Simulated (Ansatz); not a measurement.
Where the default PAW files enter, the runs use the earlier of Ansatz's two default sets.

By PBEsol, the system below comes out a metal.

A figure of merit of an interconnect metal is its ballistic conductance per area.

Input:

```xyz
2
Lattice="3.0628 0.0000 0.0000 0.0000 3.0628 0.0000 1.5314 -1.5314 2.1657" Properties=species:S:1:pos:R:3 pbc="T T T"
Ti     0.0000     0.0000     0.0000
C      1.5314     1.5314     0.0000
```

Space group of this cell: Fm-3m, rock salt. The cell is taken as given; by PBEsol its mean pressure is -6.8 GPa.

The current flows along the normal of the first two printed cell vectors, the (001) plane of the conventional cell. No spin-orbit coupling; the value is a mean over 0.1 eV about the Fermi level.

**Question.** Predict the ballistic conductance per area from Ansatz (a quantum-chemistry and plane-wave program) with PBEsol.

**Answer.** 0.31 × 10¹⁵ S/m² for both spins.
